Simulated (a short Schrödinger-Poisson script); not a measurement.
From a short Schrödinger-Poisson script (our own, NumPy): 1D Poisson equation in equilibrium, electrons quantum, Hartree (BenDaniel-Duke, 40 states a valley, the channel's in-plane mass for all, wave functions free to enter the barrier), parabolic valleys, classical holes, full ionisation, no traps, pinning or gate leakage.

Structure: gated Al0.3Ga0.7N/GaN polarisation-induced gas, at 20 K.

From the gate side: 10 nm Al0.3Ga0.7N; 6000 nm GaN, acceptors 6e15 cm⁻³.

The device is made up for the run: typed textbook-type constants, with dimensions and the other settings drawn at random. Al0.3Ga0.7N: permittivity 9.32, conduction-band edge (eV) 0.414, gap (eV) 4.021, electron mass (mₑ) 0.236, Nv at 300 K (cm⁻³) 4.6e19. GaN: permittivity 9.5, conduction-band edge (eV) 0, gap (eV) 3.43, Nv at 300 K (cm⁻³) 4.6e19.

Channel valleys (confinement mass, in-plane density-of-states mass, number): Γ 0.2, 0.2, 1. At the gate the conduction-band edge of layer 1 lies 1.23 eV − eVg above the Fermi level of the channel; the field vanishes at the back. Sheet of polarisation charge: +1.5e13 e/cm² at 10 nm from the gate. The barrier under the gate holds no holes. Gaps are held at their typed values at every temperature. Mesh 0.08 nm at interfaces.

Give the centroid of the channel electrons at Vg = 0.5 V (nm); the lowest subband against the Fermi level at Vg = 0.5 V (meV); the sheet density of all electrons at Vg = 0.5 V (cm⁻²).

centroid of the channel electrons at Vg = 0.5 V (nm): 1.62; lowest subband against the Fermi level at Vg = 0.5 V (meV): -123; sheet density of all electrons at Vg = 0.5 V (cm⁻²): 1.10e13.
